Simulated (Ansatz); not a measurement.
Structures of equal composition on the (100) surface of fcc Cu: a layer of Os in place of the second plane; a layer of Os in place of the third plane. The slabs share one bottom face, and each structure is named by its start. These are constructed structures in small cells; real faces may alloy, dewet or reconstruct in larger ones, and not all known structures of the face are among them. Slabs of about 9 Å with all that they carry, Fermi-Dirac smearing of 0.1 eV. Bottom of the slabs: a bare face, its two planes held. Relaxed from the named starts with such symmetry as they have, on meshes of like density; energies extrapolated to zero smearing; no spin-orbit coupling, no U. Spin-polarised runs, if any, are marked in brackets, and their order is one that fits the cell; the others ran without spin.

These are PBE (plane waves to 420 eV, PAW; Ansatz, a quantum-chemistry and plane-wave program) values and carry that method's errors.

Problem. Put the candidates in order of energy per 1x1 cell, lowest first, for PBE.

Solution. a layer of Os in place of the third plane (0.000 eV), a layer of Os in place of the second plane (0.035 eV)
